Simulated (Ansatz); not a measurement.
Worked example: self-consistent single point of the (001) slab of AlTc2 (cut from a parent of space group no. 139; 6 atoms in the cell) in Ansatz (a first-principles code)

Method of the run: PBEsol, default PAW files made with PBE (plane waves; Ansatz).

The input file:

Ansatz 0.2 input:
```yaml
crystal:
  lattice:
    - [2.966124, 0.000000, 0.000000]
    - [0.000000, 2.966124, 0.000000]
    - [0.000000, 0.000000, 21.905582]
  atoms:
    - { symbol: Al, position: [0.000000, 0.000000, 0.607434] }
    - { symbol: Tc, position: [0.500000, 0.500000, 0.680447] }
    - { symbol: Tc, position: [0.000000, 0.000000, 0.319553] }
    - { symbol: Al, position: [0.500000, 0.500000, 0.392566] }
    - { symbol: Tc, position: [0.000000, 0.000000, 0.465584] }
    - { symbol: Tc, position: [0.500000, 0.500000, 0.534416] }
basis:
  ecutwfc: 500.0
kpoints:
  mp_grid: { grid: [10, 10, 1] }
hamiltonian:
  xc: pbesol
  pseudopotentials: { kind: paw }
scf:
  occupations: { method: fermi_dirac, width: 0.1 }
output:
  forces: true
  eigenvalues: true
  stress: true
```

Log, with long lists cut:

```
WARN ansatz: RAYON_NUM_THREADS=1 ignored (pool sized by the plan → 1); use --threads N
Pseudopotentials: kind: paw
Pseudopotential: Al, paw, valence charge 3
Pseudopotential: Tc, paw, valence charge 15
Crystal: 6 atoms, lattice volume = 192.723 Å³
Basis set: ecut = 500 eV, 4943 PW (Γ), exchange–correlation on 48×48×320 points (8 copies of the dense FFT grid, shifted against one another)
Bands: 40, of which v1, the nominal top of the filled ones, is band 33 counted from 1 (32 counted from 0)
Symmetry: 16 space group operations
Space group: P4/nmm (ITA 129), of the structure as read, at distance tolerance 5.8e-5 Å
k-points: 21 of 100
PAW frozen core: Al, regenerated for the run's functional, and the local potential with it
PAW frozen core: Tc, regenerated for the run's functional, and the local potential with it
Initial density: superposition of atomic densities (neutral atoms: chi_scale 0, normalization atom)
Initial wavefunctions: pseudopotential atomic-orbital guess
Eigensolver: davidson
Functional: x = pbesol(κ = 0.804, μ = 0.12345679012345678), c = pbesol(β = 0.046)
SCF iter   1: F=—  HF=-22400.406848 eV  |F-HF|=—  |Δ(HF+E_count)|=         —  Δρ=4.66e-2  dr2=5.67e1  ethr=3.10e-3  ⟨swp⟩=9.2  Hψ=4394  notcnv=0
all-band conjugate gradients solve this SCF's bands
preconditioner: auto → LDOS
SCF iter   2: F=—  HF=-22397.280423 eV  |F-HF|=—  |Δ(HF+E_count)|=    3.13e0  Δρ=2.71e-2  dr2=6.63e0  ethr=3.10e-3  ⟨swp⟩=3.8  Hψ=2154  notcnv=0
SCF iter   3: F=—  HF=-22396.947623 eV  |F-HF|=—  |Δ(HF+E_count)|=   3.33e-1  Δρ=8.19e-3  dr2=5.13e-1  ethr=3.10e-3  ⟨swp⟩=2.9  Hψ=1567  notcnv=0
SCF iter   4: F=—  HF=-22396.890173 eV  |F-HF|=—  |Δ(HF+E_count)|=   5.74e-2  Δρ=2.05e-3  dr2=7.76e-3  ethr=7.77e-4  ⟨swp⟩=2.1  Hψ=1195  notcnv=0
SCF iter   5: F=—  HF=-22396.889167 eV  |F-HF|=—  |Δ(HF+E_count)|=   1.01e-3  Δρ=6.13e-4  dr2=6.59e-4  ethr=1.18e-5  ⟨swp⟩=3.6  Hψ=1942  notcnv=0
SCF iter   6: F=—  HF=-22396.889195 eV  |F-HF|=—  |Δ(HF+E_count)|=   2.88e-5  Δρ=1.89e-4  dr2=7.60e-5  ethr=9.99e-7  ⟨swp⟩=2.2  Hψ=1281  notcnv=0
SCF iter   7: F=—  HF=-22396.889327 eV  |F-HF|=—  |Δ(HF+E_count)|=   1.32e-4  Δρ=4.91e-5  dr2=7.13e-6  ethr=1.15e-7  ⟨swp⟩=2.0  Hψ=1227  notcnv=0
SCF iter   8: F=—  HF=-22396.889328 eV  |F-HF|=—  |Δ(HF+E_count)|=   1.33e-6  Δρ=1.56e-5  dr2=6.01e-7  ethr=1.08e-8  ⟨swp⟩=3.1  Hψ=1722  notcnv=0
SCF iter   9: F=-22396.889329 eV  HF=-22396.889329 eV  |F-HF|=2.88e-8  |Δ(HF+E_count)|=   3.10e-7  Δρ=4.78e-6  dr2=4.20e-8  ethr=1.52e-10  ⟨swp⟩=9.0  Hψ=4204  notcnv=0
SCF 1 converged in 9 iterations: F = -22396.889329 eV  dr2 = 4.20e-8
SCF converged after 9 iterations
Free energy (F): -22396.889329 eV
Harris-Foulkes:  -22396.889329 eV  (|F-HF|=2.88e-8)
Internal energy: -22396.615915 eV  (E = F + TS)
E sigma→0 (E₀):  -22396.752622 eV
Entropy (-TS):   -0.273414 eV (-45.569 meV/atom)
Fermi energy:    5.463953 eV
--- Per-component energies (eV) ---
  E_band       = -1192.119619
  E_kinetic    = 2541.519668
  E_local      = -56333.911385  (includes V_loc(G=0)·N_el)
  E_nonlocal   = 1174.757036
  E_hartree    = 26574.685384
  E_xc         = -1026.368793
  E_vxc        = -1229.021877  (∫ρ·V_xc dr)
  E_paw        = -13788.516008  (= ΣΔE_a)
  E_vpaw       = -494.869268  (= ΣTr[D̂ρ^β])
  E_aug_tail   = -0.000054  (compensation charges beyond the density's cutoff)
  E_ewald      = 18460.272581
  E_core_change = 0.945656  (= ΣΔE_core)
  E_smearing   = -0.273414  (= −TS)
  E_closure    = 0.000000  (closes the sum)
  Σ components = -22396.889329   (vs F -22396.889329, Δ=0.00e0)
--- Forces (eV/Å), atoms counted from 1 ---
  atom   1  Al     0.00000000     0.00000000     0.57941814
  atom   2  Tc     0.00000000     0.00000000    -0.76116757
  atom   3  Tc    -0.00000000     0.00000000     0.76116757
  atom   4  Al    -0.00000000     0.00000000    -0.57941814
  atom   5  Tc    -0.00000000     0.00000000    -0.22305006
  atom   6  Tc     0.00000000     0.00000000     0.22305006
  max |Σ_I F_I| component: 1.11e-16 eV/Å
--- Stress (GPa, compression-positive) ---
       -6.926712      -0.000000      -0.000000
       -0.000000      -6.926712       0.000000
       -0.000000      -0.000000      -2.456119
  P = ⅓ Tr σ = -5.4365 GPa (-54.365 kbar)
  The stress holds the Pulay correction. Without it, at fixed plane waves, as pw.x and ABINIT print it: P = -5.4443 GPa
--- Band table (eV; the first three rows and the last of 21) ---
  k-point 0: bands = ["-61.3694", "-61.0923", "-60.8572", "-60.8572", "-33.6650", "-33.4567", "-33.4567", "-33.1037", "-32.9831", "-32.9712", "-32.9041", "-32.9041", "-32.7664", "-32.7664", "-32.7663", "-32.7663", "-3.5774", "-2.7946", "-0.1400", [...]
  k-point 1: bands = ["-61.3601", "-61.0964", "-60.8547", "-60.8547", "-33.6697", "-33.5143", "-33.4408", "-33.0755", "-32.9813", "-32.9661", "-32.9258", "-32.9150", "-32.7962", "-32.7962", "-32.7639", "-32.7638", "-3.3881", "-2.6620", "0.0616", [...]
  k-point 2: bands = ["-61.3338", "-61.1092", "-60.8481", "-60.8481", "-33.6904", "-33.6336", "-33.3953", "-33.0331", "-32.9910", "-32.9588", "-32.9527", "-32.9475", "-32.8738", "-32.8737", "-32.7573", "-32.7572", "-2.8481", "-2.2977", "0.4242", [...]
  k-point 20: bands = ["-61.1760", "-61.1760", "-60.8047", "-60.8047", "-33.8641", "-33.8641", "-33.3200", "-33.3200", "-33.0653", "-33.0653", "-33.0371", "-33.0371", "-33.0364", "-33.0364", "-32.9185", "-32.9185", "-0.0855", "-0.0855", "0.9977", [...]
```

The run converged in 9 iterations.

The starting cell comes from a database of computed structures (which also holds hypothetical and non-ambient phases and stackings), without a prior relaxation at this level. The slab is cut from that crystal, and its faces are unrelaxed. Its lattice was rescaled by up to half a per cent. Spin polarisation is off.
